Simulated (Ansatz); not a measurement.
Base system: SiO₂ in the rutile structure (space group P4_2/mnm, No. 136).

```
CELL_PARAMETERS angstrom
      4.23608     0.00000     0.00000
      0.00000     4.23608     0.00000
      0.00000     0.00000     2.69045
ATOMIC_POSITIONS crystal
  Si 0.00000 0.00000 0.00000
  Si 0.50000 0.50000 0.50000
  O  0.30698 0.30698 0.00000
  O  0.80698 0.19302 0.50000
  O  0.19302 0.80698 0.50000
  O  0.69302 0.69302 0.00000
```

Cartesian axes are those of the cell as printed.

Method: Ansatz (a quantum-chemistry and plane-wave program), PBE, PAW, cutoff 420 eV, spin-orbit coupling left out.

For the base:

The electron mass is 0.36 mₑ along c, 0.45 mₑ across (at Γ) and the band gap comes out as 5.04 eV.

Modification: uniaxial strain ε_zz = +2.40 %, all other strain components held at zero; the atoms relax in the strained cell.

Question: Estimate the effect on the electron mass, band gap and stress.

Answer: The electron mass goes from 0.36 mₑ along c, 0.45 mₑ across (at Γ) to 0.33 mₑ along z, 0.43 mₑ across (at Γ); the band gap drops by 0.51 eV to 4.53 eV; the stress (xx, yy, zz, yz, xz, xy; compression positive) is (-4.09, -4.09, -15.17, 0.00, 0.00, 0.00) GPa.

Masses are band curvatures over ±0.01 Å⁻¹ around the edge. Whether these cells are dynamically stable was not tested.
